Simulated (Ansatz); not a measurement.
**Carrier properties of ZnSe under load (space group I-4m2)**

Data:

```
CELL_PARAMETERS angstrom
      0.00000     2.83463     2.76943
      2.83463     0.00000     2.76943
      2.83463     2.83463     0.00000
ATOMIC_POSITIONS crystal
  Zn 0.00000 0.00000 0.00000
  Se 0.25000 0.25000 0.25000
```

These are PBE with spin-orbit coupling, rigid bands (plane waves, PAW; Ansatz, a first-principles code) values and carry that method's errors. Condition of this run: uniaxial stress along [001] of 0.8 GPa (compression positive) (the target of the relaxation). How the cell was made: cell and atoms relaxed with PBEsol, then loaded as said.

The band gap is 1.22 eV. The electron conductivity mass (300 K, dilute) comes out as 0.109 mₑ and the hole conductivity mass (300 K, dilute) is 0.68 (x), 0.68 (y), 0.51 (z) mₑ. The effective density of states N_c (300 K) comes out as 8.5e17 cm⁻³. The effective density of states N_v (300 K) is 1.1e19 cm⁻³, the density-of-states mass, electrons comes out as 0.105 mₑ and the density-of-states mass, holes is 0.57 mₑ. The Seebeck coefficient, n-type 1e19 cm⁻³, 300 K comes out as -69 μV/K. The Seebeck coefficient, p-type 1e19 cm⁻³, 300 K is 276 μV/K.

Rigid bands; masses and Seebeck coefficients take one relaxation time τ for all states and one kind of carrier; polarons and phonon drag are left out. Geometry: cell and atoms relaxed with PBEsol.
